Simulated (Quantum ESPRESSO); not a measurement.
Input and output of a self-consistent single point for LuCuSe₂ (P3m1, 4 atoms in the cell) (Quantum ESPRESSO).

Level of theory: PBEsol+U, PSlibrary ultrasoft (PBE) pseudopotentials (plane waves; Quantum ESPRESSO 7.5).

```
LuCuSe2
1.0
    4.09225     0.00000     0.00000
   -2.04613     3.54400     0.00000
    0.00000     0.00000     6.47917
Lu Cu Se
1 1 2
Direct
  0.00000   0.00000   0.79851
  0.66667   0.33333   0.18851
  0.33333   0.66667   0.06490
  0.66667   0.33333   0.56728
```

Reference input (self-consistent single point, DFT, PBEsol, plane waves, PSlibrary ultrasoft (PBE) pseudopotentials): ecutwfc = 50 Ry; ecutrho = 400 Ry; occupations = fixed; input_dft = pbesol; K_POINTS = automatic 6 6 4 0 0 0; nbnd = 21; conv_thr = 1e-10 Ry; mixing_beta = 0.7. This run's input differs from it in these lines:

```diff
@@ -35,2 +35,4 @@
 6 6 4  0 0 0
+HUBBARD {ortho-atomic}
+U Cu-3d 5
```

The program printed (abridged):

```
     Self-consistent Calculation

     iteration #  1     ecut=    50.00 Ry     beta= 0.70

     =================== HUBBARD OCCUPATIONS ===================
     ------------------------ ATOM    2 ------------------------
     Tr[ns(  2)] =   9.84818
     eigenvalues:
       0.976  0.984  0.984  0.990  0.990

     Number of occupied Hubbard levels =    9.8482

     Threshold (ethr) on eigenvalues was too large:
     Diagonalizing with lowered threshold

     total energy              =    -288.68238117 Ry
     estimated scf accuracy    <       0.08954395 Ry

     iteration #  2     ecut=    50.00 Ry     beta= 0.70

     total energy              =    -288.70289267 Ry
     estimated scf accuracy    <       0.02268163 Ry

     iteration #  3     ecut=    50.00 Ry     beta= 0.70

     total energy              =    -288.70753764 Ry
     estimated scf accuracy    <       0.00218328 Ry

   [... 6 blocks of this kind left out ...]

     iteration # 10     ecut=    50.00 Ry     beta= 0.70

     total energy              =    -288.70835355 Ry
     estimated scf accuracy    <          2.2E-09 Ry

     iteration # 11     ecut=    50.00 Ry     beta= 0.70
     End of self-consistent calculation

     =================== HUBBARD OCCUPATIONS ===================
     ------------------------ ATOM    2 ------------------------
     Tr[ns(  2)] =   9.82649
     eigenvalues:
       0.974  0.982  0.982  0.988  0.988

     Number of occupied Hubbard levels =    9.8265

     highest occupied, lowest unoccupied level (ev):     7.0449    8.4577

!    total energy              =    -288.70835355 Ry
     estimated scf accuracy    <          4.5E-11 Ry

     Hubbard energy            =       0.03128015 Ry

     convergence has been achieved in  11 iterations

     Forces acting on atoms (cartesian axes, Ry/au):

     atom    1 type  1   force =     0.00000000    0.00000000   -0.00587309
     atom    2 type  2   force =     0.00000000    0.00000000    0.00038451
   [... lines left out ...]

     Total force =     0.020169     Total SCF correction =     0.000013

          total   stress  (Ry/bohr**3)                   (kbar)     P=      -49.54
  -0.00035153   0.00000000   0.00000000          -51.71        0.00        0.00
   0.00000000  -0.00035153   0.00000000            0.00      -51.71        0.00
   0.00000000   0.00000000  -0.00030728            0.00        0.00      -45.20

   JOB DONE.
```

The run converged in 11 iterations. Against the reference run the pressure goes from -5.89 to -4.95 GPa, the largest force goes from 0.215 to 0.414 eV/Å and the gap on the mesh goes from 0.977 to 1.413 eV.

The starting cell comes from a database of computed structures (which also holds hypothetical and non-ambient phases and stackings), without a prior relaxation at this level. Its lattice was rescaled by a random factor within 2.5 % of one. Spin-orbit coupling is off. Spin polarisation is off. The U value is a test value, and with U on an open shell several self-consistent states can exist. With a pressure of about -5 GPa the cell is away from its equilibrium volume at this level.

Cost on one core of a shared machine: roughly 40 s.
